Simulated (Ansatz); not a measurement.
# YLuO3 in the cubic perovskite structure (space group Pm-3m, No. 221; a hypothetical phase, not in the database extracts checked)

```
YLuO3
1.0
    4.22380     0.00000     0.00000
    0.00000     4.22380     0.00000
    0.00000     0.00000     4.22380
Lu Y O
1 1 3
Direct
  0.00000   0.00000   0.00000
  0.50000   0.50000   0.50000
  0.00000   0.50000   0.50000
  0.50000   0.50000   0.00000
  0.50000   0.00000   0.50000
```

The values are results of PBEsol in Ansatz (plane waves to 420 eV, PAW, no spin-orbit coupling), not measurements. Settings: 8×8×8 k-points, 0.05 eV Fermi–Dirac smearing.

```json
{
 "volume_per_atom": "15.07 Å³",
 "density": "6.87 g/cm³",
 "band_gap": "0.63 eV, direct at Γ",
 "electron_mass": "0.19 mₑ",
 "Lowest conduction-band minima above the VBM": "Γ 0.63 eV",
 "total_energy": "-4018.814 eV/atom (σ→0; compares only within this code and set-up)"
}
```

Effective masses come from finite differences of ±0.01 Å⁻¹. No phonon test of stability was made. Many cubic perovskites are stable only at high temperature; tilts and polar distortions were not tested.

Ansatz is a program for electronic structure.
